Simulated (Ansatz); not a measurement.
Effect of isotropic strain +2.00 % on KBr

The reference is KBr in the rock salt structure (space group Fm-3m, No. 225; a = 6.549 Å).

Now apply this change: the cell is scaled by 1.0200 in all directions, atoms relaxed at fixed cell.

Calculations: PBEsol (Ansatz, an electronic-structure program; PAW; 420 eV plane waves; no spin-orbit coupling). Γ-centred 9×9×9 mesh, Fermi–Dirac width 0.05 eV.

```tsv
quantity	base	changed	shift
space group	Fm-3m (No. 225)	Fm-3m (No. 225)	–
shortest interatomic distance	3.275 Å	3.340 Å	+0.065 Å
energy relative to the base (free energy F)	0 meV/atom	+5.5 meV/atom	+5.5 meV/atom
band gap	4.34 eV	4.20 eV	-0.14 eV
gap character	direct at Γ	direct at Γ	–
mean gap deformation potential ΔEg/Δln V	–	-2.4 eV	–
width of the top valence band	0.57 eV	0.51 eV	-0.06 eV
electron mass	0.37 mₑ (at Γ)	0.38 mₑ (at Γ)	–
```

Effective masses come from finite differences of ±0.01 Å⁻¹. No phonon test of stability was made.
